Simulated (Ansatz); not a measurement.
## CeO2, pressure series

The parent structure is CeO$_{2}$ in the fluorite structure (space group Fm-3m, No. 225; a = 5.464 Å).

Cell and atoms are relaxed at each pressure.

Computed with PBE, PAW, 420 eV (Ansatz, a first-principles code; no spin-orbit coupling), earlier PAW set.

Candidates:
(a) pressure 9 GPa
(b) pressure 4.5 GPa
(c) pressure 22.5 GPa

For the base:

The band gap is 1.87 eV.

Q: Order them by band gap, lowest first.

A: (b) pressure 4.5 GPa (1.94 eV), (a) pressure 9 GPa (2.00 eV), (c) pressure 22.5 GPa (2.16 eV)

Load acts through the strain it causes; cell and atoms are relaxed under it. Whether these cells are dynamically stable was not tested. Competing high-pressure phases were not computed. Seeded moments were not kept for the base. The final runs are not spin-polarised.
